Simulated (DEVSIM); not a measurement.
Device: TaN/SiO2/n-Si capacitor, at 300 K.

```csv
layer (left to right),material,thickness (nm),Nd (cm⁻³)
1,SiO2,1.70,-
2,Si,860,4.5e17
```

Metal gate on the left, work function 4.4 eV. Fixed charge at the semiconductor interface 0 cm⁻² (in units of +e); no interface traps.

This is a model device: material constants are rounded textbook-type values typed into the input, and sizes, dopings and lifetimes were drawn at random. Values at 300 K.

```
parameter      SiO2       Si
-------------  ----  -------
gap (eV)          9    1.124
affinity (eV)   0.9     4.05
permittivity    3.9     11.7
Nc (cm⁻³)         -  2.86e19
Nv (cm⁻³)         -   3.1e19
```

Simulated with DEVSIM: 1D Poisson equation in equilibrium, Boltzmann statistics, complete ionisation; no quantum confinement or tunnelling. Metal contacts follow the ideal Schottky-Mott rule: no Fermi-level pinning, no interface dipoles.

The interface trap density was swept, all else fixed.

| interface trap density (cm^-2 eV^-1) | flat-band voltage (V) | minimum of the low-frequency capacitance (μF/cm²) | threshold voltage (band bending 2φF) (V) |
|---|---|---|---|
| 0 | 0.24 | 0.202 | -0.84 |
| 1e10 | 0.24 | 0.203 | -0.84 |
| 1e11 | 0.25 | 0.215 | -0.84 |
| 3e11 | 0.26 | 0.240 | -0.85 |
| 1e12 | 0.30 | 0.324 | -0.86 |
| 2e12 | 0.35 | 0.431 | -0.88 |

From the first row to the last the flat-band voltage goes from 0.24 to 0.35. From the first row to the last the minimum of the low-frequency capacitance goes from 0.202 to 0.431.
